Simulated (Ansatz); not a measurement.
By LDA and PBEsol, the system below comes out a metal.

```yaml
crystal:
  lattice:
    - [2.86642, 0.00000, 0.00000]
    - [-0.95547, 2.70249, 0.00000]
    - [0.95547, 1.35124, 2.34042]
  atoms:
    - { symbol: Ta, position: [0.00000, 0.00000, 0.00000] }
```

Space group of this cell: Im-3m, bcc (W type). The cell is taken as given; by PBEsol its mean pressure is -5.2 GPa.

The current runs along the normal of the first two printed vectors, the (110) plane. All runs by Ansatz (an electronic-structure program), plane waves and PAW, without spin-orbit coupling; the base is PBEsol.

| run | mean pressure (GPa) | G/A, both spins (10¹⁵ S/m²) |
|---|---|---|
| base | -5.2 | 1.75 |
| all lengths scaled by 0.98 | 7.6 | … |
| all lengths scaled by 1.02 | -15.1 | 1.65 |
| lda in place of pbesol | -10.3 | 1.79 |
| lengths across the current scaled by 0.98, ions clamped | 3.1 | 1.81 |
| lengths across the current scaled by 1.02, ions clamped | -12.0 | 1.69 |
| lengths along the current scaled by 0.97, ions clamped | 1.1 | … |
| lengths along the current scaled by 1.03, ions clamped | -10.3 | … |

Question: Complete the blanks.

Answer: 
- all lengths scaled by 0.98, G/A, both spins (10¹⁵ S/m²): 1.88
- lengths along the current scaled by 0.97, ions clamped, G/A, both spins (10¹⁵ S/m²): 1.82
- lengths along the current scaled by 1.03, ions clamped, G/A, both spins (10¹⁵ S/m²): 1.68
